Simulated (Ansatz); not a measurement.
## LiCl in the rock salt structure (space group Fm-3m, No. 225)

```cif
data_ClLi
_chemical_formula_sum 'Li1 Cl1'
_space_group_name_H-M_alt 'P 1'
_space_group_IT_number 1
_cell_length_a 3.64203
_cell_length_b 3.64203
_cell_length_c 3.64203
_cell_angle_alpha 60.000
_cell_angle_beta 60.000
_cell_angle_gamma 60.000
loop_
_space_group_symop_operation_xyz
  'x, y, z'
loop_
_atom_site_label
_atom_site_type_symbol
_atom_site_fract_x
_atom_site_fract_y
_atom_site_fract_z
_atom_site_occupancy
Li1 Li 0.00000 0.00000 0.00000 1
Cl1 Cl 0.50000 0.50000 0.50000 1
```

Calculations: PBE/PAW in Ansatz (a first-principles code), without spin-orbit coupling, earlier PAW set. k-mesh 11×11×11 (Γ-centred); smearing 0.05 eV (Fermi–Dirac).

```json
{
 "volume_per_atom": "17.08 Å³",
 "density": "2.06 g/cm³",
 "band_gap": "6.26 eV, direct at Γ",
 "electron_mass": "0.47 mₑ",
 "Lowest conduction-band minima above the VBM": "Γ 6.26 eV; L along ⟨111⟩ 6.73 eV",
 "total_energy": "-643.918 eV/atom (σ→0; compares only within this code and set-up)"
}
```

Effective masses come from finite differences of ±0.01 Å⁻¹. Stability against distortions was not tested.
